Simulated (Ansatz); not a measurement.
# A computed series for Rh: response to strain

Consider Rh in the fcc (Cu type) structure (space group Fm-3m, No. 225; a = 3.7551 Å; relaxed with 0.1 eV smearing). Axes: x, y, z lie along the cube axes.

Strains are applied to the cell and any free atomic positions relax; under biaxial strain the out-of-plane vector relaxes too.

The values are results of LDA (Ansatz, a program for electronic structure; PAW; 420 eV plane waves; no SOC), not measurements.

| biaxial strain, plane normal [111], relaxed out of plane (%) | out-of-plane strain (%) |
|---|---|
| 0 | 0.00 |
| 0.42 | -0.23 |
| 0.83 | -0.46 |
| 1.25 | -0.69 |
| 1.67 | -0.91 |
| 2.08 | ? |
| 2.5 | -1.36 |

**Question.** Fit ε⊥ = −νε + γε² (strains in %) to the rows shown and predict the withheld row.

**Answer.** Least squares on the printed values gives ν = 0.56 (the biaxial Poisson response) and γ = 0.005 (largest residual 0.00 %); this predicts -1.13 %, and the run gives -1.13 %, in agreement.

Whether these cells are dynamically stable was not tested. The final runs are not spin-polarised. Rh lies near a magnetic instability that expansion can trigger; it was not tested.
